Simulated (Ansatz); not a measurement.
CaO (P6₃/mmc, No. 194, 4 atoms in the cell; start mp-545512; a measured phase of this formula has another space group), treated with LDA (PAW; Ansatz, a program for electronic structure).

Settings: plane-wave cutoff 520 eV, 12×12×8 k mesh (along the axes of the cell as run), Fermi–Dirac smearing 0.01 eV, scalar-relativistic PAW data made under PBE.

Cell (relaxed at this level):

```
CaO
1.0
    3.90884     0.00000     0.00000
   -1.95442     3.38516     0.00000
    0.00000     0.00000     4.68336
Ca O
2 2
Direct
  0.33333   0.66667   0.75000
  0.66667   0.33333   0.25000
  0.33333   0.66667   0.25000
  0.66667   0.33333   0.75000
```

Q: Give the computed band gap and bulk modulus.

A: 
- band gap: 3.22 eV (on the SCF k mesh)
- bulk modulus: 103 GPa

Note: the relaxation could not lower the start's symmetry, so the cell can be a saddle point above a distorted one; the bulk modulus is −V dP/dV from two relaxed cells at ±2 % in volume.

The computed numbers hold no vibrational or temperature effects.

A start named mp-… is a Materials Project structure, which need not be a measured phase.
